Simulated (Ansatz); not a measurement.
## Variants of one calculation on TaRu (P4/mmm, 2 atoms in the cell)

```cif
data_RuTa
_chemical_formula_sum 'Ta1 Ru1'
_space_group_name_H-M_alt 'P 1'
_space_group_IT_number 1
_cell_length_a 3.04096
_cell_length_b 3.04096
_cell_length_c 3.40983
_cell_angle_alpha 90.000
_cell_angle_beta 90.000
_cell_angle_gamma 90.000
loop_
_space_group_symop_operation_xyz
  'x, y, z'
loop_
_atom_site_label
_atom_site_type_symbol
_atom_site_fract_x
_atom_site_fract_y
_atom_site_fract_z
_atom_site_occupancy
Ta1 Ta 0.50000 0.50000 0.50000 1
Ru1 Ru 0.00000 0.00000 0.00000 1
```

Base run A: Ansatz (a first-principles code) with PBEsol, default PAW files made with PBE, self-consistent single point.

Its settings: basis.ecutwfc = 420 eV; kpoints.mp_grid.grid = 14 14 13; hamiltonian.xc = pbesol; hamiltonian.pseudopotentials = {kind: paw} (the program's default PAW files); scf.occupations.method = methfessel_paxton; scf.occupations.width = 0.272 eV.

The starting cell comes from a database of computed structures (which also holds hypothetical and non-ambient phases and stackings), without a prior relaxation at this level. Spin polarisation is off. In the base run, with a pressure of about -5 GPa the cell is away from its equilibrium volume at this level. Ansatz's pressure includes its estimate of the finite-basis (Pulay) stress.

ΔF is the free energy per atom less that of run A. A dash stands where there is no value to compare (another energy zero or no entropy term, no result, no spin, no clean gap, or a mesh too coarse for one). Absolute energies have different zeros for different potentials, functionals, Hubbard and dispersion terms and are not compared across them.

Run A gave: pressure (GPa) -4.76; k-points 252; valence electrons 29.

Runs:
- B: hamiltonian.dispersion: default → d4 [PBEsol-D4]
- C: scf.occupations.width: 0.272 eV → 0.2 eV
- D: scf.occupations.width: 0.272 eV → 0.3 eV
- E: hamiltonian.xc: pbesol → lda; magnetization.noncollinear: default → true; magnetization.spin_orbit: default → true [LDA (PW92) with spin-orbit coupling]
- F: 1 x 2 x 1 supercell, mesh divided to match; kpoints.mp_grid.grid: 14 14 13 → 14 7 13
- G: scf.mixing.algorithm: default (the program chose MSR1) → msr1; scf.mixing.ndim: default → 12
- H: scf.algorithm: default → direct_min
- I: scf.mixing.algorithm: default (the program chose MSR1) → broyden; scf.mixing.beta: default → 0.9

### Question
What does run E change against A?

### Answer
The pressure goes from -4.76 to -10.28 GPa.

### Question
What does run B change against A?

### Answer
The pressure goes from -4.76 to -7.05 GPa.

| run | ΔF (meV/atom) | pressure (GPa) | k-points | valence electrons |
|---|---|---|---|---|
| A | 0.00 | -4.76 | 252 | 29 |
| B | – | -7.05 | 252 | 29 |
| C | 0.24 | -4.79 | 252 | 29 |
| D | -0.09 | -4.75 | 252 | 29 |
| E | – | -10.28 | 252 | 29 |
| F | 0.00 | -4.76 | 224 | 58 |
| G | 0.00 | -4.76 | 252 | 29 |
| H | 0.00 | -4.76 | 252 | 29 |
| I | 0.00 | -4.76 | 252 | 29 |

Keys are those of Ansatz 0.2.
